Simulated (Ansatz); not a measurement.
LaBeNO (model structure, started from the LaZnOP type, P4/nmm, No. 129, 8 atoms in the cell): properties by level of theory

```
level (code)     lattice constant a (Å)  c axis length (Å)  bulk modulus (GPa)  band gap (eV)
---------------  ----------------------  -----------------  ------------------  -------------
LDA (Ansatz)                      3.523              7.715                 128           2.04
PBE (Ansatz)                      3.604              7.861                 109           2.03
PBEsol (Ansatz)                   3.560              7.767                 119           2.02
r²SCAN (Ansatz)                   3.580              7.873                 118            [?]
```

Q: What belongs in the gaps?

A: 
- r²SCAN (Ansatz, an electronic-structure program), band gap (eV): 2.43

Computed values are for a static lattice. Spin–orbit coupling is included only where a level's name says +SOC; with heavier elements it mostly lowers gaps and can invert bands.  Each level is taken at its own relaxed cell. Cutoffs differ between the levels. Ansatz's density-functional and Hartree–Fock values are scalar-relativistic unless marked +SOC, with PAW data made under PBE.

Caveats: the bulk modulus is −V dP/dV from two relaxed cells at ±2 % in volume (LDA, PBE, PBEsol, r²SCAN). Ansatz's density-functional and Hartree–Fock values are scalar-relativistic unless marked +SOC, with PAW data made under PBE.

The computed numbers hold no vibrational or temperature effects.

A model structure was made by putting elements into a prototype or built by hand; it is no filed structure, need not be a known phase, and can be a saddle point held by its symmetry.
